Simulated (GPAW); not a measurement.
# Input and output of a self-consistent single point for GaAs (F-43m, 2 atoms in the cell) (GPAW)

Level of theory: PBE, GPAW PAW datasets PBE (gpaw-data 1.0.1) (plane waves; GPAW 25.7.0).

Input:

```python
from ase import Atoms
from ase.units import GPa
from gpaw import GPAW, PW

atoms = Atoms(['Ga', 'As'],
              cell=[[0.000000, 2.934604, 2.934604],
                    [2.934604, 0.000000, 2.934604],
                    [2.934604, 2.934604, 0.000000]],
              positions=[[0.000000, 0.000000, 0.000000],
                         [1.467302, 1.467302, 1.467302]],
              pbc=True)

calc = GPAW(mode=PW(600),
            xc='PBE',
            kpts=(7, 7, 7),
            occupations={'name': 'methfessel-paxton', 'width': 0.2, 'order': 0},
            nbands=-6,
            convergence={'bands': -4},
            symmetry={'symmorphic': False, 'tolerance': 0.0005},
            maxiter=120,
            txt='-')

atoms.calc = calc

energy = atoms.get_potential_energy()
print('Energy (eV):', round(energy, 6))
forces = atoms.get_forces()
print('Forces (eV/Ang):')
print(forces.round(5))
stress = atoms.get_stress()
print('Stress (GPa, Voigt):', (stress / GPa).round(4))
```

Output (repeated stretches shortened):

```
Input parameters:
  convergence: {bands: -4}
  kpts: [7 7 7]
  maxiter: 120
  mode: {ecut: 600.0,
         name: pw}
  nbands: -6
  occupations: {name: methfessel-paxton,
                order: 0,
                width: 0.2}
  symmetry: {symmorphic: False,
             tolerance: 0.0005}
  xc: PBE

species:
  Ga:
    name: Gallium
    Z: 31.0
    valence: 3
    core: 28
    charge: 0.0
    file: Ga.PBE.gz

    # Using partial waves for Ga as LCAO basis

  As:
    name: Arsenic
    Z: 33.0
    valence: 5
    core: 28
    charge: 0.0
    file: As.PBE.gz

    # Using partial waves for As as LCAO basis

Reference energy: -114387.645129  # eV

Spin-paired calculation

Convergence criteria:
 Maximum [total energy] change in last 3 cyles: 0.0005 eV / valence electron
 Maximum integral of absolute [dens]ity change: 0.0001 electrons / valence electron
 Maximum integral of absolute [eigenst]ate change: 4e-08 eV^2 / valence electron
 Maximum number of scf [iter]ations: 120

Symmetries present (total): 24
Symmetries with fractional translations: 0
343 k-points: 7 x 7 x 7 Monkhorst-Pack grid
20 k-points in the irreducible part of the Brillouin zone
       k-points in crystal coordinates                weights
   0:     0.00000000    0.00000000    0.00000000          1/343
   1:     0.14285714    0.14285714    0.00000000          6/343
   2:     0.14285714    0.14285714    0.14285714          8/343
   [... 7 lines left out ...]
          ...
  19:     0.42857143    0.42857143    0.42857143          8/343

Wave functions: Plane wave expansion
  Cutoff energy: 600.000 eV
  Number of coefficients (min, max): 1678, 1716
  Pulay-stress correction: 0.000000 eV/Ang^3 (de/decut=0.000000)

Occupation numbers: Methfessel-Paxton:
  width: 0.2000  # eV
  order: 0

Eigensolver

Densities:
  Coarse grid: 24*24*24 grid
  Fine grid: 48*48*48 grid
  Total Charge: 0.000000

Density mixing:
  Method: separate
  Backend: pulay
  Linear mixing parameter: 0.05
  old densities: 5
  Damping of long wavelength oscillations: 50

Hamiltonian:
  XC and Coulomb potentials evaluated on a 48*48*48 grid
  External potential:
    NoExternalPotential

XC parameters: PBE with 2 nearest neighbor stencil

Number of atoms: 2
Number of atomic orbitals: 8
Number of bands in calculation: 10
Number of valence electrons: 8
Bands to converge: 6

Density initialized from atomic densities
  8 bands from LCAO basis set
  2 bands from random numbers

Atomic positions and initial magnetic moments

Positions:
   0 Ga     0.000000    0.000000    0.000000    ( 0.0000,  0.0000,  0.0000)
   1 As     1.467302    1.467302    1.467302    ( 0.0000,  0.0000,  0.0000)

Unit cell:
           periodic     x           y           z      points  spacing
  1. axis:    yes    0.000000    2.934604    2.934604    24     0.1412
  2. axis:    yes    2.934604    0.000000    2.934604    24     0.1412
  3. axis:    yes    2.934604    2.934604    0.000000    24     0.1412

  Lengths:   4.150157   4.150157   4.150157
  Angles:   60.000000  60.000000  60.000000

Effective grid spacing dv^(1/3) = 0.1541

     iter     time        total  log10-change:
                         energy   eigst   dens
iter:   1 --:--:--    -8.315315   +0.14
iter:   2 --:--:--    -8.299497   -1.83  -0.87
iter:   3 --:--:--    -8.254074   -1.81  -0.90
iter:   4 --:--:--    -8.245996   -3.78  -1.35
iter:   5 --:--:--    -8.237830   -2.52  -1.37
iter:   6 --:--:--    -8.236109   -4.07  -1.91
iter:   7 --:--:--    -8.236062c  -5.30  -2.49
iter:   8 --:--:--    -8.236045c  -5.03  -2.47
iter:   9 --:--:--    -8.236045c  -5.52  -2.81
iter:  10 --:--:--    -8.236046c  -6.79  -3.45
iter:  11 --:--:--    -8.236049c  -6.62  -3.45
iter:  12 --:--:--    -8.236049c  -8.00c -3.95
iter:  13 --:--:--    -8.236049c  -9.32c -4.72c

Converged after 13 iterations.

Dipole moment: (-3.283054, -3.283054, -3.283054) |e|*Ang

Energy contributions relative to reference atoms: (reference = -114387.645129)

Kinetic:        +13.773912
Potential:      -12.791199
External:        +0.000000
XC:              -9.234909
Entropy (-ST):   -0.001237
Local:           +0.016766
SIC:             +0.000000
--------------------------
Free energy:     -8.236667
Extrapolated:    -8.236049

Showing only first 2 kpts
 Kpt  Band  Eigenvalues  Occupancy
  0     2      3.82657    1.45555
  0     3      3.82657    1.45555
  0     4      3.82657    1.45555
  0     5      7.54759    0.00000

  1     2      3.15133    2.00000
  1     3      3.15133    2.00000
  1     4      5.84753    0.00000
  1     5      6.83659    0.00000

Fermi level: 3.91228

No gap
No difference between direct/indirect transitions
Energy (eV): -8.236049

Forces in eV/Ang:
  0 Ga    0.00000   -0.00000   -0.00000
  1 As    0.00000    0.00000    0.00000

Stress tensor:
     0.017397     0.000000     0.000000
     0.000000     0.017397     0.000000
     0.000000     0.000000     0.017397
Stress (GPa, Voigt): [2.7873 2.7873 2.7873 0.     0.     0.    ]
```

The run converged in 13 iterations. GPAW prints stress with tension positive.

The starting cell comes from a database of computed structures (which also holds hypothetical and non-ambient phases and stackings), without a prior relaxation at this level. Its lattice was rescaled by a random factor within 2.5 % of one. The run gives no clean gap (levels at the Fermi energy touch, overlap or are partly filled at this smearing), which alone does not show that the compound is a metal.
